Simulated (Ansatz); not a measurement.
# How far to go with the k-point mesh: a (001) slab of Ti2O (cut from a parent of space group no. 164; 6 atoms in the cell)

```yaml
crystal:
  lattice:
    - [2.94522, 0.00000, 0.00000]
    - [-1.47261, 2.55063, 0.00000]
    - [0.00000, 0.00000, 21.40360]
  atoms:
    - { symbol: Ti, position: [0.33333, 0.66667, 0.32705] }
    - { symbol: Ti, position: [0.66667, 0.33333, 0.44833] }
    - { symbol: O, position: [0.00000, 0.00000, 0.38769] }
    - { symbol: Ti, position: [0.33333, 0.66667, 0.55168] }
    - { symbol: Ti, position: [0.66667, 0.33333, 0.67295] }
    - { symbol: O, position: [0.00000, 0.00000, 0.61232] }
```

Computed with LDA (PW92), default PAW files made with PBE (plane waves; Ansatz, a program for electronic structure).

Base settings: basis.ecutwfc = 420 eV; kpoints.mp_grid.grid = 12 12 1; hamiltonian.xc = lda; hamiltonian.pseudopotentials = {kind: paw} (the program's default PAW files); scf.occupations.method = fermi_dirac; scf.occupations.width = 0.1 eV.

Only quantities that move along the ladder and can be compared are tabulated.

The count of work is k-points × plane waves × bands × iterations; it is no time. 

The starting cell comes from a database of computed structures (which also holds hypothetical and non-ambient phases and stackings), without a prior relaxation at this level. The slab is cut from that crystal, and its faces are unrelaxed. Its lattice was rescaled by up to half a per cent. Spin polarisation is off, so a magnetic state, if there is one, cannot be reached.

```tsv
kpoints.mp_grid.grid	free energy less the last step's (meV/atom)	largest difference of a force vector from the last step's (eV/Å)	count of work / last
3 3 1	49.76	0.130	0.028
4 4 1	-11.53	0.308	0.037
5 5 1	-7.22	0.088	0.052
6 6 1	0.90	0.041	0.065
7 7 1	0.91	0.035	0.074
8 8 1	0.02	0.007	0.093
9 9 1	0.08	0.006	0.11
11 11 1	-0.05	0.002	0.15
12 12 1	-0.02	0.001	0.20
13 13 1	0.01	0.001	0.22
15 15 1	0.01	0.000	0.25
17 17 1	0.01	0.000	0.31
20 20 1	0.00	0.000	0.41
24 24 1	0.01	0.000	0.64
28 28 1	0.00	0.000	0.74
33 33 1	0.00	0.000	1.0
```

Coarsest kpoints.mp_grid.grid that holds the free energy within 2 meV/atom of the last step, with all finer ones: 6 6 1, at 0.065 of the last step's count of work; the step before is off by 7.2 meV/atom.

Coarsest kpoints.mp_grid.grid that holds the forces within 0.02 eV/Å of the last step, with all finer ones: 8 8 1, at 0.093 of the last step's count of work; the step before is off by 0.035 eV/Å.

Keys are those of Ansatz 0.2.
